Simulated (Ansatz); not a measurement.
Results of r²SCAN+rVV10 (Ansatz, a program for electronic structure, plane waves, PAW) for 1T (CdI2-type) MnBr₂.

Settings: plane-wave cutoff 500 eV, 12×12×6 k mesh (along the axes of the cell as run), Fermi–Dirac smearing 0.05 eV, spin-polarised with parallel moments, scalar-relativistic PAW data made under PBE.

Cell (relaxed at this level):

```cif
data_Br2Mn
_chemical_formula_sum 'Mn1 Br2'
_space_group_name_H-M_alt 'P 1'
_space_group_IT_number 1
_cell_length_a 3.83946
_cell_length_b 3.83946
_cell_length_c 6.24008
_cell_angle_alpha 90.000
_cell_angle_beta 90.000
_cell_angle_gamma 120.000
loop_
_space_group_symop_operation_xyz
  'x, y, z'
loop_
_atom_site_label
_atom_site_type_symbol
_atom_site_fract_x
_atom_site_fract_y
_atom_site_fract_z
_atom_site_occupancy
Mn1 Mn 0.00000 0.00000 0.00000 1
Br1 Br 0.33333 0.66667 0.24232 1
Br2 Br 0.66667 0.33333 0.75768 1
```

### Question
Predict the band gap.

### Answer

band gap: 2.51 eV (on the SCF k mesh)

Note: the magnetic order was assumed, not searched for or taken from measurement.

Spin–orbit coupling is not included.

Static lattice: no zero-point or thermal effects.

It cost around 6 core-minutes (rough) of CPU time.
